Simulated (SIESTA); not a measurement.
Input and output of a relaxation of cell and atoms for Li (Im-3m, 1 atom in the cell) (SIESTA).

Level of theory: GGA PBEsol, numerical atomic orbitals DZP, PseudoDojo PBEsol standard norm-conserving potentials (rewritten from UPF to PSML) run with SIESTA 5.4.2.

The change in words: atoms on their sites; MeshCutoff: 300 Ry → 450 Ry; MD.TypeOfRun: default → Broyden; MD.Steps: default → 40; MD.MaxForceTol: default → 0.02 eV/Ang; MD.VariableCell: default → true; MD.MaxStressTol: default → 0.05 GPa. Reference geometry:
```
CELL_PARAMETERS angstrom
     -1.75023     1.75023     1.75023
      1.75023    -1.75023     1.75023
      1.75023     1.75023    -1.75023
ATOMIC_POSITIONS crystal
  Li 0.00000 0.00000 0.00000
```

Reference input (self-consistent single point, DFT, GGA PBEsol, numerical atomic orbitals DZP, PseudoDojo PBEsol standard norm-conserving potentials (rewritten from UPF to PSML)): XC.functional = GGA; XC.authors = PBEsol; potentials = PseudoDojo PBEsol standard; PAO.BasisSize = DZP; PAO.EnergyShift = 0.01 Ry; MeshCutoff = 300 Ry; kgrid.MonkhorstPack = 13 13 13; OccupationFunction = MP; OccupationMPOrder = 0; ElectronicTemperature = 100 meV; PAO.Polarization.NonPerturbative = true; MaxSCFIterations = 150. This run's input differs from it in these lines:

```diff
@@ -25,3 +25,3 @@
 PAO.Polarization.NonPerturbative true
-MeshCutoff                   300 Ry
+MeshCutoff                   450 Ry
 %block kgrid.MonkhorstPack
@@ -41,2 +41,7 @@
 Diag.ParallelOverK           true
+MD.TypeOfRun                 Broyden
+MD.Steps                     40
+MD.MaxForceTol               0.02 eV/Ang
+MD.VariableCell              true
+MD.MaxStressTol              0.05 GPa
 WriteForces                  true
```

Log, with long lists cut:

```
        iscf     Eharris(eV)        E_KS(eV)     FreeEng(eV)     dDmax    Ef(eV) dHmax(eV)
   scf:    1     -192.706045     -194.490770     -194.492895  0.759139 -5.862138  0.389972
   scf:    2     -194.490842     -194.490806     -194.492932  0.000764 -5.863976  0.348700
   scf:    3     -194.491078     -194.490946     -194.493080  0.006549 -5.879596  0.000485
   scf:    4     -194.490946     -194.490946     -194.493080  0.000117 -5.880037  0.000774
   scf:    5     -194.490946     -194.490946     -194.493080  0.000015 -5.880015  0.000104
mix: Pulay -- inversion failed, > SVD [rank/size] 2 / 4
   scf:    6     -194.490946     -194.490946     -194.493080  0.000002 -5.880018  0.000000
SCF Convergence by DM+H criterion
max |DM_out - DM_in|         :     0.0000017920
max |H_out - H_in|      (eV) :     0.0000003135
SCF cycle converged after 6 iterations

Using DM_out to compute the final energy and forces

siesta: E_KS(eV) =             -194.4909

siesta: E_KS - E_eggbox =      -194.4909

siesta: Atomic forces (eV/Ang):
     1    0.000000    0.000000   -0.000000
   Tot    0.000000    0.000000   -0.000000
   Max    0.000000
   Res    0.000000    sqrt( Sum f_i^2 / 3N )
   Max    0.000000    constrained

Stress tensor Voigt[x,y,z,yz,xz,xy] (kbar):        6.14        6.14        6.14        0.10        0.10        0.10
(Free)E + p*V (eV/cell)     -194.5752
Target enthalpy (eV/cell)     -194.4931

siesta: Stress tensor (static) (eV/Ang**3):
         0.003830    0.000061    0.000061
   [... lines left out ...]
siesta: Pressure (static):         -6.13702656  kBar
siesta: Pressure (total):         -6.13702656  kBar
No target stress found, assuming hydrostatic MD.TargetPressure.
Target stress (kBar)
outcell: Cell volume (Ang**3)        :     20.6916
        iscf     Eharris(eV)        E_KS(eV)     FreeEng(eV)     dDmax    Ef(eV) dHmax(eV)
siesta: Pressure (static):         -0.22408002  kBar
siesta: Pressure (total):         -0.22408002  kBar
outcell: Cell volume (Ang**3)        :     20.6916
siesta: FreeEng =      -194.494652
   [... lines left out ...]
siesta:          -0.22408002         -0.22408002  kBar

mulliken: Atomic and Orbital Populations:

Species: Li
Atom  Qatom  Qorb
               1s      2s      2s      2py     2pz     2px
   1  3.000   2.022  -0.321   0.293   0.336   0.336   0.336

mulliken: Qtot =        3.000

Mulliken Atomic Populations:
Atom #   charge [q] valence [e]  Species
     1    -0.000000    3.000000  Li
 Total    -0.000000
```

The run converged. 

Summary of the result:
```
Property                                                                 Value
------------------------------------  ----------------------------------------
Free energy E − TS                                                -194.4947 eV
Fermi level (on the code's own zero)                                  -6.02 eV
Pressure                                                             -0.02 GPa
Final cell                            a = b = c = 2.996 Å, α = β = γ = 109.48°
Final volume per atom                                                 20.69 Å³
Relaxation steps                                                            10
```

The starting cell has typed, rounded lattice constants, without a prior relaxation at this level. Its lattice was rescaled by up to half a per cent. Values carry the incompleteness of an atom-centred basis.

Cost on one core of a shared machine: roughly 50 s.
